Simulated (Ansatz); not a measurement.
The starting structures come from a database of crystals and need not be the phases stable at ambient conditions.

Input:

```yaml
crystal:
  lattice:
    - [4.73753, 0.00000, 0.00000]
    - [0.00000, 7.83341, 0.00000]
    - [0.00000, 0.00000, 11.39591]
  atoms:
    - { symbol: Sr, position: [0.75000, 0.86863, 0.83164] }
    - { symbol: Sr, position: [0.25000, 0.13137, 0.16836] }
    - { symbol: Sr, position: [0.25000, 0.36863, 0.66836] }
    - { symbol: Sr, position: [0.75000, 0.63137, 0.33164] }
    - { symbol: Br, position: [0.25000, 0.37791, 0.39118] }
    - { symbol: Br, position: [0.75000, 0.62209, 0.60882] }
    - { symbol: Br, position: [0.75000, 0.87791, 0.10882] }
    - { symbol: Br, position: [0.25000, 0.12209, 0.89118] }
    - { symbol: Br, position: [0.75000, 0.37490, 0.12597] }
    - { symbol: Br, position: [0.25000, 0.62510, 0.87403] }
    - { symbol: Br, position: [0.25000, 0.87490, 0.37403] }
    - { symbol: Br, position: [0.75000, 0.12510, 0.62597] }
```

The cell is taken as given.

Transport runs along the normal of the first two printed cell vectors.

No gap correction and no spin-orbit coupling; mid-gap is the computed energy nearest the middle.

Q: State the band gap and the smallest decay constant κ at mid-gap according to r2SCAN in Ansatz (an electronic-structure program).

A: Gap 5.16 eV on a 6×4×4 mesh; κ = 0.356 1/Å, at the zone centre.
